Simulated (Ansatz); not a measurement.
**LiNbO3, pressure series**

The parent structure is LiNbO3 (space group R3c, No. 161; a = 5.137 Å, c = 13.887 Å (hexagonal axes)).

Cell and atoms are relaxed at each pressure.

Method: Kohn–Sham DFT with the r2SCAN functional, run in Ansatz (a first-principles code) with PAW and 500 eV plane waves, spin-orbit coupling left out, earlier PAW set.

Notes on the quantities. band gap: an upper bound: an edge found on the path is not a true extremum; the base alone.

```csv
variant,c/a ratio,volume per atom,band gap
base,2.703,10.58 Å³,4.01 eV
pressure −2 GPa,2.699,…,4.00 eV
pressure −1 GPa,…,…,4.00 eV
pressure 15 GPa,2.721,9.56 Å³,4.13 eV
pressure 22.5 GPa,2.722,…,4.14 eV
pressure 30 GPa,2.716,8.87 Å³,4.11 eV
```

Q: Some entries are withheld; estimate them.

A: 
- pressure −2 GPa, volume per atom: 10.77 Å³
- pressure −1 GPa, c/a ratio: 2.701
- pressure −1 GPa, volume per atom: 10.67 Å³
- pressure 22.5 GPa, volume per atom: 9.19 Å³

Load acts through the strain it causes; cell and atoms are relaxed under it. Stability against distortions was not tested. Competing high-pressure phases were not computed.
